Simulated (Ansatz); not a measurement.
We consider Cu (P6₃/mmc, No. 194, 4 atoms in the cell; start mp-989695; another form than the element's usual one), described by r²SCAN (PAW; Ansatz, a program for electronic structure).

Run with plane-wave cutoff 560 eV, 24×24×8 k mesh (along the axes of the cell as run), Fermi–Dirac smearing 0.05 eV, no spin polarisation, scalar-relativistic PAW data made under PBE.

Cell (relaxed at this level):

```xyz
4
Lattice="2.5288 0.0000 0.0000 -1.2644 2.1900 0.0000 0.0000 0.0000 8.2668" Properties=species:S:1:pos:R:3 pbc="T T T"
Cu     0.0000     0.0000     0.0000
Cu     0.0000     0.0000     4.1334
Cu     0.0000     1.4600     2.0667
Cu     1.2644     0.7300     6.2001
```

Question: What does this level give for the bulk modulus?

Answer: 
- bulk modulus = 162 GPa

Note: the run has no spin polarisation, so it can have missed a magnetic state; the bulk modulus is −V dP/dV from two relaxed cells at ±2 % in volume; the relaxation could not lower the start's symmetry, so the cell can be a saddle point above a distorted one.

Computed values are for the static lattice.

A start named mp-… is a Materials Project structure, which need not be a measured phase.
